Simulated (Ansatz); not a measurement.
## A computed series for hypothetical zinc blende TlBr: pressure series

The reference is TlBr in the zinc blende structure (space group F-43m, No. 216; a = 7.312 Å; a hypothetical phase, not in the database extracts checked).

Cell and atoms are relaxed at each pressure.

Method: PBEsol (Ansatz, a quantum-chemistry and plane-wave program; PAW; 420 eV plane waves; spin-orbit coupling left out).

Two rows of this table had their results exchanged by mistake.

| pressure | volume per atom (Å³) | shortest distance (Å) | band gap |
|---|---|---|---|
| pressure −2 GPa | 70.95 | 3.585 | 3.15 eV |
| pressure −1 GPa | 53.68 | 3.267 | 2.96 eV |
| pressure 3 GPa | 41.83 | 3.006 | 2.30 eV |
| pressure 7 GPa | 37.16 | 2.890 | 1.83 eV |
| pressure 15 GPa | 32.12 | 2.753 | 1.13 eV |
| pressure 30 GPa | 27.32 | 2.608 | 0.23 eV |
| pressure 50 GPa | 19.21 | 2.319 | zero |
| pressure 75 GPa | 21.02 | 2.390 | zero |
| pressure 100 GPa | 23.75 | 2.489 | zero |

Problem. Which two?

Solution. The rows for pressure 50 GPa and pressure 100 GPa: the volume has to fall steadily with pressure, so 23.75 Å³ belongs to pressure 50 GPa and 19.21 Å³ to pressure 100 GPa.

The mesh was chosen for an insulator and is coarse for the gapless case. Spin-orbit coupling, missing from the scalar runs, can matter with Tl. Load acts through the strain it causes; cell and atoms are relaxed under it. Stability against distortions was not tested. No other phases were tried under pressure. The final runs are not spin-polarised. The zero or small gap of TlBr under pressure 30 GPa and TlBr under pressure 50 GPa can change with the level of theory.
